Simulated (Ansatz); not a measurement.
The parent structure is Zr in the hcp (Mg type) structure (space group P6_3/mmc, No. 194; a = 3.244 Å, c = 5.158 Å; relaxed with 0.1 eV smearing). Axes: x lies along a and z along c of the hexagonal cell.

Method: r2SCAN in Ansatz (plane waves to 500 eV, PAW, scalar-relativistic without spin-orbit coupling).

One thing is altered: uniaxial strain ε_zz = +2.00 %, all other strain components held at zero; the atoms relax in the strained cell.

**Question.** Predict the stress tensor and what it implies for the stiffness.

**Answer.** Stress of the strained cell less that of the base (GPa, compression positive):
```
   -1.2     0.0     0.0
    0.0    -1.2     0.0
    0.0     0.0    -3.2
```

Then −Δσ_ii/ε with ε = 0.0200 gives secant stiffness values (nonlinear terms included at this strain): C33 ≈ 159 GPa, C13 ≈ 60 GPa and C23 ≈ 60 GPa.

As a check, the harmonic strain energy −½ V₀ Δσ:ε is 4.7 meV/atom; the computed energy rise is 4.7 meV/atom.

No phonon test of stability was made. The final runs are not spin-polarised.

Ansatz is a program for electronic structure.
